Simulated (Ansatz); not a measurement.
Consider TaN (space group P6/mmm, No. 191; a = 5.2017 Å, c = 2.9061 Å).

All numbers come from PBEsol, PAW, 420 eV (Ansatz, a program for electronic structure; no SOC).

One change was made to it. Results:

```csv
quantity,base,after
density,14.26 g/cm³,14.30 g/cm³
c/a ratio,0.559,0.559
```

Question: Name the change that was made.
(A) pressure 3 GPa
(B) pressure −1 GPa
(C) pressure 0.7 GPa
(D) pressure −2 GPa
(E) pressure 10 GPa

Answer: C, pressure 0.7 GPa. For comparison, the density in the other runs: pressure −2 GPa gives 14.17 g/cm³; pressure 10 GPa gives 14.72 g/cm³; pressure −1 GPa gives 14.21 g/cm³; pressure 3 GPa gives 14.40 g/cm³.

Load acts through the strain it causes; cell and atoms are relaxed under it. Whether these cells are dynamically stable was not tested. No other phases were tried under pressure. The final runs are not spin-polarised. This is not the structure that TaN has at room temperature and ambient pressure.
